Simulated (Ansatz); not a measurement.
A self-consistent single point of Ga₂O₃ (C2/m, 10 atoms in the cell) with Ansatz (a first-principles code).

Method of the run: PBE, PAW files (plane waves; Ansatz).

The change in words: lattice scaled by 0.985; basis.ecutwfc: 420 eV → 250 eV. Reference geometry:
```
CELL_PARAMETERS angstrom
      6.16234    -1.52927     0.00000
      6.16234     1.52927     0.00000
     -1.38911     0.00000     5.67069
ATOMIC_POSITIONS crystal
  Ga 0.34116 0.34116 0.68527
  Ga 0.65884 0.65884 0.31473
  Ga 0.90953 0.90953 0.20521
  Ga 0.09047 0.09047 0.79479
  O  0.50353 0.50353 0.74334
  O  0.49647 0.49647 0.25666
  O  0.82663 0.82663 0.43677
  O  0.17337 0.17337 0.56323
  O  0.16450 0.16450 0.10915
  O  0.83550 0.83550 0.89085
```

Reference input (self-consistent single point, DFT, PBE, plane waves, PAW files): basis.ecutwfc = 420 eV; kpoints.mp_grid.grid = 7 7 4; hamiltonian.xc = pbe; hamiltonian.pseudopotentials = {kind: paw} (the program's default PAW files); scf.occupations.method = fixed. This run's input differs from it in these lines:

Ansatz 0.2 input:
```diff
@@ -3,5 +3,5 @@
   lattice:
-    - [6.16234000, -1.52927100, 0.00000000]
-    - [6.16234000, 1.52927100, 0.00000000]
-    - [-1.38911000, 0.00000000, 5.67069100]
+    - [6.06990500, -1.50633200, 0.00000000]
+    - [6.06990500, 1.50633200, 0.00000000]
+    - [-1.36827300, 0.00000000, 5.58563100]
   atoms:
@@ -18,3 +18,3 @@
 basis:
-  ecutwfc: 420.0 eV
+  ecutwfc: 250.0 eV
 kpoints:
```

Output, abridged:

```
SCF iter   1: F=—  HF=-18530.223892 eV  |F-HF|=—  |Δ(HF+E_count)|=         —  Δρ=1.25e-1  dr2=6.73e0  ethr=3.10e-3  ⟨swp⟩=4.0  Hψ=9071  notcnv=0  defer=284
all-band conjugate gradients solve this SCF's bands
preconditioner: auto → Resta (q_TF=auto, 2.661 Å⁻¹)
SCF iter   2: F=—  HF=-18528.697876 eV  |F-HF|=—  |Δ(HF+E_count)|=    1.53e0  Δρ=6.99e-2  dr2=2.22e0  ethr=3.10e-3  ⟨swp⟩=2.0  Hψ=3933  notcnv=0  defer=447
   [... lines left out ...]
SCF iter   7: F=—  HF=-18527.770958 eV  |F-HF|=—  |Δ(HF+E_count)|=   1.34e-4  Δρ=1.13e-4  dr2=1.26e-5  ethr=2.06e-7  ⟨swp⟩=2.2  Hψ=5688  notcnv=0  defer=358
SCF iter   8: F=—  HF=-18527.770785 eV  |F-HF|=—  |Δ(HF+E_count)|=   1.73e-4  Δρ=4.49e-5  dr2=1.60e-6  ethr=1.43e-8  ⟨swp⟩=2.0  Hψ=5727  notcnv=0  defer=233
SCF iter   9: F=—  HF=-18527.770786 eV  |F-HF|=—  |Δ(HF+E_count)|=   1.43e-6  Δρ=1.13e-5  dr2=1.01e-7  ethr=1.81e-9  ⟨swp⟩=2.0  Hψ=5526  notcnv=0  defer=233
SCF iter  10: F=-18527.770786 eV  HF=-18527.770786 eV  |F-HF|=4.15e-8  |Δ(HF+E_count)|=   1.55e-7  Δρ=8.30e-6  dr2=5.58e-8  ethr=1.14e-10  ⟨swp⟩=10.7  Hψ=13729  notcnv=0
SCF 1 converged in 10 iterations: F = -18527.770786 eV  dr2 = 5.58e-8
Free energy (F): -18527.770786 eV
Internal energy: -18527.770786 eV  (E = F + TS)
E sigma→0 (E₀):  -18527.770786 eV
Fermi energy:    8.443589 eV
--- Forces (eV/Å), atoms counted from 1 ---
  atom   1  Ga    -0.03022201     0.00000000    -0.27431445
  atom   2  Ga     0.03022201    -0.00000000     0.27431445
  atom   3  Ga    -0.12724826    -0.00000000     0.01087826
  atom   4  Ga     0.12724826     0.00000000    -0.01087826
  atom   5  O     -0.45330932     0.00000000    -0.14817037
  atom   6  O      0.45330932    -0.00000000     0.14817037
  atom   7  O     -0.04847149    -0.00000000     0.24929535
  atom   8  O      0.04847149     0.00000000    -0.24929535
  atom   9  O      0.39940129    -0.00000000     0.20786620
  atom  10  O     -0.39940129     0.00000000    -0.20786620
--- Stress (GPa, compression-positive) ---
       14.721300       0.000000      -0.388147
        0.000000      15.740173      -0.000000
       -0.388147      -0.000000      16.218603
  P = ⅓ Tr σ = 15.5600 GPa (155.600 kbar)
  The stress holds the Pulay correction. Without it, at fixed plane waves, as pw.x and ABINIT print it: P = -88.4037 GPa
```

The run converged in 10 iterations. Against the reference run the free energy rises by 1.24 eV/atom, the pressure goes from 4.51 to 15.56 GPa, the largest force goes from 0.095 to 0.477 eV/Å and the gap on the mesh goes from 2.215 to 2.495 eV.

The starting cell comes from a database of computed structures (which also holds hypothetical and non-ambient phases and stackings), without a prior relaxation at this level. Its lattice was rescaled by a random factor within 2.5 % of one. For this run, on top of that: lattice scaled by 0.985. Ansatz's pressure includes its estimate of the finite-basis (Pulay) stress. Without the estimate this run gives -88.40 GPa. The cutoff lies below the one recommended for these files.
